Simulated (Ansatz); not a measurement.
## Pressure series in VO2

Base system: VO$_{2}$ (space group I4/mmm, No. 139; ferromagnetic; a cell from a computed database, its experimental status unchecked).

```cif
data_O8V4
_chemical_formula_sum 'V4 O8'
_space_group_name_H-M_alt 'P 1'
_space_group_IT_number 1
_cell_length_a 6.19011
_cell_length_b 6.19011
_cell_length_c 6.19011
_cell_angle_alpha 95.309
_cell_angle_beta 95.309
_cell_angle_gamma 144.582
loop_
_space_group_symop_operation_xyz
  'x, y, z'
loop_
_atom_site_label
_atom_site_type_symbol
_atom_site_fract_x
_atom_site_fract_y
_atom_site_fract_z
_atom_site_occupancy
V1 V 0.70351 0.00000 0.70351 1
V2 V 0.29649 0.00000 0.29649 1
V3 V 0.00000 0.29649 0.29649 1
V4 V 0.00000 0.70351 0.70351 1
O1 O 0.84635 0.50000 0.34635 1
O2 O 0.15365 0.50000 0.65365 1
O3 O 0.50000 0.15365 0.65365 1
O4 O 0.50000 0.84635 0.34635 1
O5 O 0.15748 0.84252 0.00000 1
O6 O 0.84252 0.15748 0.00000 1
O7 O 0.84252 0.84252 0.68503 1
O8 O 0.15748 0.15748 0.31497 1
```

Cell and atoms are relaxed at each pressure.

All numbers come from PBEsol/PAW in Ansatz (a first-principles code), scalar-relativistic without spin-orbit coupling.

Notes on the quantities. enthalpy: H = E + PV relative to the base's energy.

```tsv
case	enthalpy	density
base	–	4.21 g/cm³
pressure −2 GPa	-0.14 eV/atom	4.16 g/cm³
pressure −1 GPa	-0.07 eV/atom	4.19 g/cm³
pressure 0.3 GPa	+0.02 eV/atom	4.21 g/cm³
pressure 0.7 GPa	+0.05 eV/atom	4.22 g/cm³
pressure 1.5 GPa	+0.10 eV/atom	4.24 g/cm³
pressure 3 GPa	+0.20 eV/atom	4.27 g/cm³
pressure 5 GPa	+0.34 eV/atom	4.31 g/cm³
pressure 7.5 GPa	+0.50 eV/atom	4.36 g/cm³
pressure 10 GPa	+0.67 eV/atom	4.40 g/cm³
```

Other magnetic orders, which the real material may have, were not ruled out. Load acts through the strain it causes; cell and atoms are relaxed under it. Whether these cells are dynamically stable was not tested. No other phases were tried under pressure. No Hubbard U is applied, and correlation can decide whether such a compound is a metal.
